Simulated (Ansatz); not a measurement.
Consider Au in the fcc (Cu type) structure (space group Fm-3m, No. 225; a = 4.1245 Å; relaxed with 0.1 eV smearing).

Calculations: DFT with r2SCAN, PAW potentials and a 500 eV plane-wave cutoff in Ansatz (a program for electronic structure), without spin-orbit coupling.

Before the change:

```
Item        Value
--------  -------
Pressure  0.0 GPa
```

The change: every lattice vector is stretched by 3.00 %, atoms relaxed at fixed cell.

### Question
Estimate the effect on the energy relative to the base.

### Answer
The energy increases by 59 meV/atom.

### Question
What happens to the pressure?

### Answer
The pressure goes from zero to -10.4 GPa.

The cells carry an imposed strain or load. Stability against distortions was not tested.
